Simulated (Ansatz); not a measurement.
Amorphous Si24O49Be, 74 atoms at 2.20 g/cm³, one PBE-relaxed geometry, zone centre. Methods: PBE, scalar-relativistic without spin-orbit coupling (Ansatz, an electronic-structure program); r2SCAN, scalar-relativistic without spin-orbit coupling (Ansatz); HSE06, scalar-relativistic without spin-orbit coupling (Ansatz). Plane waves to 420 eV (r2SCAN 500 eV); exact exchange is cut at the cell's faces. At PBE the levels at the filled edge of the gap are localised (band-tail or defect states), and the nearest spread-out levels lie 5.4 eV apart at the zone centre. All rungs ran without spin polarisation.

The cell was made by melting and quenching with the CHGNet potential and then relaxed with DFT. O atoms were pushed apart under 1.9 Å during the dynamics, to hinder bonds among them. The hot cell started wider than the set density and was brought back towards it in steps. It is the lowest in DFT energy of 2 quenches. It is a model cell: composition and starting density were chosen by hand, and all elements were melted together. No dispersion term was used. Its density started from a set value of 2.20 and ended at 2.20 g/cm³. The simulated quench (nominally 320 K/ps over its main leg) is rapid and tends to freeze in more defects than a deposited or slowly cooled glass has. One small periodic cell is one sample of the glass; other quenches scatter about these values. The volume was held where the preparation left it and the shape relaxed, at a PBE pressure of 0.6 GPa. Stress components on the final sampling reach 0.6 GPa.

The relaxation ran on the zone centre alone. At PBE the level gap is 5.06 eV on a 2×2×2 Γ-centred mesh, and the spacing at the zone centre alone 5.06 eV.

Question: What zone-centre spacing does r2SCAN give, roughly?

Answer: 5.72 eV (+0.66 eV against PBE).

Question: What zone-centre spacing does HSE06 give, roughly?

Answer: 6.84 eV (+1.78 eV against PBE).

The highest filled and the lowest empty state spread over these numbers of atoms (participation numbers): PBE: 4.3 and 62.0; r2SCAN: 4.3 and 62.4; HSE06: 4.2 and 62.1.
